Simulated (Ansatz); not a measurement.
Phonon-limited resistivity of Pt (Fm-3m) against temperature in μΩ·cm, PBEsol, DFPT electron-phonon coupling, linearised Boltzmann equation (Ansatz, a quantum-chemistry and plane-wave program), harmonic crystal at a fixed cell.

```json
[
 {"T": "50 K", "ρ": "0.62"},
 {"T": "77 K", "ρ": "?"},
 {"T": "100 K", "ρ": "2.1"},
 {"T": "150 K", "ρ": "?"},
 {"T": "200 K", "ρ": "?"},
 {"T": "250 K", "ρ": "6.2"},
 {"T": "273 K", "ρ": "6.8"},
 {"T": "300 K", "ρ": "7.5"},
 {"T": "350 K", "ρ": "8.8"},
 {"T": "400 K", "ρ": "10.0"},
 {"T": "500 K", "ρ": "12.4"},
 {"T": "600 K", "ρ": "14.6"},
 {"T": "800 K", "ρ": "18.8"}
]
```

Question: What belongs in the gaps?

Answer: 
- 77 K, ρ: 1.43
- 150 K, ρ: 3.6
- 200 K, ρ: 4.9

A metal at this level (no band gap). Only scattering by harmonic phonons is included (no impurities, grain boundaries, electron-electron scattering or thermal expansion). Spin-orbit coupling is left out, which matters with elements this heavy. Halving the electron mesh (36x36x36) moves the resistivity by up to 5 %. Smearing 0.20 eV; phonons on a 6x6x6 q mesh, which this run doesn't test and which matters most at low temperature.
